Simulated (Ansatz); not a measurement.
The reference is HfO₂ in the fluorite structure (space group Fm-3m, No. 225).

```xyz
3
Lattice="0.0000 2.5294 2.5294 2.5294 0.0000 2.5294 2.5294 2.5294 0.0000" Properties=species:S:1:pos:R:3 pbc="T T T"
Hf     0.0000     0.0000     0.0000
O      1.2647     1.2647     1.2647
O      3.7942     3.7942     3.7942
```

Cartesian axes are those of the cell as printed.

The values are results of r2SCAN (Ansatz, a quantum-chemistry and plane-wave program), no spin-orbit coupling, earlier PAW set, not measurements.

Modification: a pure shear with ε_xz = ε_zx = -0.0071, atoms relaxed at fixed cell.

### Question
Predict the stress tensor and what it implies for the stiffness.

### Answer
Stress of the strained cell less that of the base (GPa, compression positive):
```
   0.03    0.00    1.05
   0.00    0.03    0.00
   1.05    0.00    0.03
```

Then −Δσ/γ with γ = 2ε = -0.0142 gives relaxed-ion elastic constants: C55 ≈ 74 GPa.

Stability against distortions was not tested. This is not the structure that HfO2 has at room temperature and ambient pressure.
